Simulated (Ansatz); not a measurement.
Take Pt in the fcc (Cu type) structure (space group Fm-3m, No. 225; relaxed with 0.1 eV smearing) as the base.

```
Pt
1.0
    0.00000     1.95989     1.95989
    1.95989     0.00000     1.95989
    1.95989     1.95989     0.00000
Pt
1
Cartesian
  0.00000   0.00000   0.00000
```

Cartesian axes are those of the cell as printed.

Calculations: PBEsol in Ansatz (plane waves to 420 eV, PAW, without spin-orbit coupling).

Before the change:

* **Pressure**: 0.0 GPa

The change: biaxial strain +3.00 %, plane normal [001], relaxed out of plane (Cartesian); in-plane vectors clamped, the third vector and the atoms free.

Question: Predict the new out-of-plane strain, pressure and energy relative to the base.

Answer: The out-of-plane strain comes out as -4.31 %; the pressure (mean of the normal stresses, compression positive) goes from zero to -3.7 GPa; the energy grows by 17 meV/atom.

Whether these cells are dynamically stable was not tested. The final runs are not spin-polarised.

Ansatz is an electronic-structure program.
